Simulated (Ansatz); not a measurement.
Functionals compared on the (0001) surface of wurtzite GaN, Ga-terminated, 2x2 with 3 H on 4 top atoms (bottom of the slab: 3 H on 4 bottom sites), in Ansatz (plane waves, PAW). The structure was relaxed with PBE; the other rows are single points on it. Cutoff 420 eV (500 eV for r2SCAN).

Slab: 46 atoms, 13.8 Å thick at the start with caps and adatoms (thin: gaps and levels are the slab's own); k 4x4x1, smearing 0.025 eV, dipole-corrected; 8 atoms held, the rest relaxed; held to the start's symmetry, so lower structures may exist; no spin, no spin-orbit, no U. These notes are the PBE run's.

```json
[
 {"functional": "PBE", "gap of the slab on its k-mesh (eV)": "1.90", "highest filled level below the top vacuum level (eV)": "6.75", "rough cost of the single point": "–"},
 {"functional": "r2SCAN", "gap of the slab on its k-mesh (eV)": "2.32", "highest filled level below the top vacuum level (eV)": "7.03", "rough cost of the single point": "about 4 core-minutes (a rough figure)"}
]
```

Ansatz is a program for electronic structure.
